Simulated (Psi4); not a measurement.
Psi4 1.11, PBE/def2-svp: Zr(Cl)2(NH2)(OSiH3) ([NH2][Zr]([Cl])([Cl])[O][SiH3]), 11 atoms. The geometry is a generated start, not checked to be a minimum at this level.

```json
{
  "task": "energy",
  "method": "pbe",
  "basis": "def2-svp",
  "memory": "3 GB",
  "maxiter": "100",
  "keys_of_the_molecule_block": "symmetry c1",
  "scf_type": "df (default)",
  "diis_max_vecs": "10 (default)",
  "e_convergence": "1e-06 (default)",
  "d_convergence": "1e-06 (default)",
  "dft_radial_points": "75 (default)",
  "dft_spherical_points": "302 (default)",
  "effective_core_potentials": "those of the basis set, past Kr",
  "basis_functions": "138",
  "grid_points": "236836"
}
```

```xyz
11

Zr     0.6054     0.2890     1.0648
Cl     2.4389     0.7188     2.3671
Cl    -0.5172    -1.2091     2.3586
N     -0.6037     1.8422     0.7265
H     -1.1843     2.2789     1.4531
H     -0.9779     2.1484    -0.1759
O      1.0692    -0.6145    -0.5285
Si     0.0213    -1.2384    -1.5886
H     -1.2059    -1.6625    -0.8515
H      0.6769    -2.3682    -2.2538
H     -0.3227    -0.1846    -2.5719
```

Charge 0 and multiplicity 1 are set for this test and not shown to be the ground state.

With the defaults (diis = true, scf_initial_accelerator = adiis, damping_percentage = 0, guess = auto, which took SAD, soscf = false, soscf_start_convergence = 0.01, level_shift = 0, level_shift_cutoff = 0.01) it converges in 11 SCF iterations. One run each on 2 threads, with these changes:
- guess = modhuckel
- guess = sapgau
- scf_initial_accelerator = none
- guess = huckel
- diis = false, scf_initial_accelerator = none, damping_percentage = 60
- soscf = true, soscf_start_convergence = 0.1
- level_shift = 0.1, level_shift_cutoff = 0.001
- scf_initial_accelerator = ediis
- guess = gwh

Which runs fail or end elsewhere than the default run?

No convergence: diis = false, scf_initial_accelerator = none, damping_percentage = 60 (the run ends without SCF convergence in 100 iterations). The rest reach the solution of the defaults. So do 11 further settings that aren't listed.

| setting | SCF iterations | JK calls | end |
|---|---|---|---|
| soscf = true, soscf_start_convergence = 0.1 | 8 | 34 | same solution |
| level_shift = 0.1, level_shift_cutoff = 0.001 | 10 | 11 | same solution |
| the defaults | 11 | 12 | same solution |
| scf_initial_accelerator = none | 11 | 12 | same solution |
| scf_initial_accelerator = ediis | 11 | 12 | same solution |
| guess = huckel | 12 | 48 | same solution |
| guess = modhuckel | 12 | 48 | same solution |
| guess = sapgau | 15 | 15 | same solution |
| guess = gwh | 17 | 17 | same solution |
| diis = false, scf_initial_accelerator = none, damping_percentage = 60 | 100 | 101 | no convergence |

An SOSCF iteration holds several JK calls; a Hückel guess adds calls on atoms. 1 further run of the study ended by our limits or in an error and is left out.
